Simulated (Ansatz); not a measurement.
Data:

```
CELL_PARAMETERS angstrom
      0.00000     3.30136     3.30136
      3.30136     0.00000     3.30136
      3.30136     3.30136     0.00000
ATOMIC_POSITIONS crystal
  I  0.75000 0.75000 0.75000
  Ag 0.00000 0.00000 0.00000
```

No spin polarisation.

All numbers come from Kohn–Sham DFT with the PBEsol functional, run in Ansatz (a program for electronic structure) with PAW and 420 eV plane waves, no SOC. k-mesh 9×9×9 (Γ-centred); smearing 0.05 eV (Fermi–Dirac).

Predict the hole mass, gap character and band gap.


- Hole mass (degenerate bands, along [100]) = 0.20, 0.76, 0.76 mₑ (at Γ)
- Gap character = direct at Γ
- Band gap = 1.21 eV

With I present, leaving out spin-orbit coupling can change the band edges. The cells carry an imposed strain or load. Masses are band curvatures over ±0.01 Å⁻¹ around the edge. Whether these cells are dynamically stable was not tested. The cell was made from AgI in the zinc blende structure (space group F-43m, No. 216) by this change: isotropic strain +2.37 %.
